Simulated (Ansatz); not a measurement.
YC (model structure, started from the rocksalt type, Fm-3m, No. 225, 2 atoms in the cell): equilibrium lattice constant a by level of theory

No measured value is used here.

```json
[
 {"level (code)": "LDA (Ansatz)", "value (Å)": "?"},
 {"level (code)": "PBE (Ansatz)", "value (Å)": "5.086"},
 {"level (code)": "PBEsol (Ansatz)", "value (Å)": "5.033"}
]
```

Q: Complete the blanks.

A: 
- LDA (Ansatz, a quantum-chemistry and plane-wave program), value (Å): 4.994

Ansatz's density-functional and Hartree–Fock values are scalar-relativistic unless marked +SOC, with PAW data made under PBE.

A model structure was made by putting elements into a prototype or built by hand; it is no filed structure, need not be a known phase, and can be a saddle point held by its symmetry.
